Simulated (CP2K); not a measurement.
A self-consistent single point of CaCo2Ge2 (I4/mmm, 5 atoms in the cell) with CP2K.

Method: PBEsol, GPW, DZVP-MOLOPT-SR-GTH basis, GTH-PBE potentials (GTH_POTENTIALS) in CP2K.

```yaml
crystal:
  lattice:
    - [5.94721, 0.00000, 0.00000]
    - [3.24453, 4.98420, 0.00000]
    - [-4.59587, -2.49210, 2.83490]
  atoms:
    - { symbol: Ca, position: [0.00000, 0.00000, 0.00000] }
    - { symbol: Co, position: [0.25000, 0.75000, 0.50000] }
    - { symbol: Co, position: [0.75000, 0.25000, 0.50000] }
    - { symbol: Ge, position: [0.36710, 0.36710, 0.00000] }
    - { symbol: Ge, position: [0.63290, 0.63290, 0.00000] }
```

Reference input (self-consistent single point, DFT LDA (Pade form), GPW, DZVP-MOLOPT-SR-GTH basis, GTH-PADE potentials (GTH_POTENTIALS)): CUTOFF = 600 Ry; REL_CUTOFF = 60 Ry; SMEAR/METHOD = FERMI_DIRAC; ELECTRONIC_TEMPERATURE = 580.23 K; KPOINTS/SCHEME = MONKHORST-PACK 7 7 7; XC_FUNCTIONAL = PADE; Ca/BASIS_SET = DZVP-MOLOPT-SR-GTH-q10; Ca/POTENTIAL = GTH-PADE-q10; Co/BASIS_SET = DZVP-MOLOPT-SR-GTH-q17; Co/POTENTIAL = GTH-PADE-q17; Ge/BASIS_SET = DZVP-MOLOPT-SR-GTH-q4; Ge/POTENTIAL = GTH-PADE-q4. This run's input differs from it in these lines:

```diff
@@ -43,3 +43,6 @@
     &XC
-      &XC_FUNCTIONAL PADE
+      &XC_FUNCTIONAL
+        &PBE
+          PARAMETRIZATION PBESOL
+        &END PBE
       &END XC_FUNCTIONAL
@@ -77,3 +80,3 @@
       BASIS_SET DZVP-MOLOPT-SR-GTH-q10
-      POTENTIAL GTH-PADE-q10
+      POTENTIAL GTH-PBE-q10
     &END KIND
@@ -81,3 +84,3 @@
       BASIS_SET DZVP-MOLOPT-SR-GTH-q17
-      POTENTIAL GTH-PADE-q17
+      POTENTIAL GTH-PBE-q17
     &END KIND
@@ -85,3 +88,3 @@
       BASIS_SET DZVP-MOLOPT-SR-GTH-q4
-      POTENTIAL GTH-PADE-q4
+      POTENTIAL GTH-PBE-q4
     &END KIND
```

The program printed (abridged):

```
 SCF WAVEFUNCTION OPTIMIZATION

  Step     Update method      Time    Convergence         Total energy    Change
     1 NoMix/Diag. 0.30E+00      -     1.82140324      -336.0559048874 -3.36E+02
     2 Broy./Diag. 0.30E+00      -     0.36528743      -327.9933378099  8.06E+00
     3 Broy./Diag. 0.30E+00      -     0.10273123      -339.1779496690 -1.12E+01
     4 Broy./Diag. 0.30E+00      -     0.04207336      -334.7810366258  4.40E+00
     5 Broy./Diag. 0.30E+00      -     0.01288158      -334.6415084414  1.40E-01
     6 Broy./Diag. 0.30E+00      -     0.01494658      -334.9141273008 -2.73E-01
   [... 7 lines left out ...]
    14 Broy./Diag. 0.30E+00      -     0.00005940      -335.0895180334 -3.09E-04
    15 Broy./Diag. 0.30E+00      -     0.00000963      -335.0895054263  1.26E-05
    16 Broy./Diag. 0.30E+00      -     0.00000804      -335.0893929972  1.12E-04
    17 Broy./Diag. 0.30E+00      -     0.00000060      -335.0893604019  3.26E-05
  *** SCF run converged in    17 steps ***

  Overlap energy of the core charge distribution:               0.00000000081236
  Self energy of the core charge distribution:               -548.34672529300258
  Core Hamiltonian energy:                                    149.53155867796900
  Hartree energy:                                             100.81454082468569
  Exchange-correlation energy:                                -37.08807911091962
  Electronic entropic energy:                                  -0.00065550098631
  Fermi energy:                                                 0.30887570091681

  Total energy:                                              -335.08936040190048
  Total energy (extrapolated to T->0):                       -335.08903265140731

                     Mulliken Population Analysis

   [... lines left out ...]

 STRESS| Analytical stress tensor [bar]
 STRESS|                        x                   y                   z
 STRESS|      x       -4.49457939120E+04   3.66189894956E+03   8.82364000262E+00
 STRESS|      y        3.66189894956E+03  -4.97132691609E+04   4.65507370589E+00
 STRESS|      z        8.82364000262E+00   4.65507370589E+00  -5.16951457213E+04
 STRESS| 1/3 Trace                                            -4.87847362647E+04
```

The run converged in 17 iterations. Against the reference run the pressure goes from -10.44 to -4.88 GPa and the largest force goes from 0.535 to 0.188 eV/Å.

The starting cell comes from a database of computed structures (which also holds hypothetical and non-ambient phases and stackings), without a prior relaxation at this level. Its lattice was rescaled by a random factor within 2.5 % of one. Spin polarisation is off. Values carry the incompleteness of an atom-centred basis. The potentials were made for another functional than the one used. With a pressure of about -5 GPa the cell is away from its equilibrium volume at this level.

Cost on one core of a shared machine: roughly 2 min.
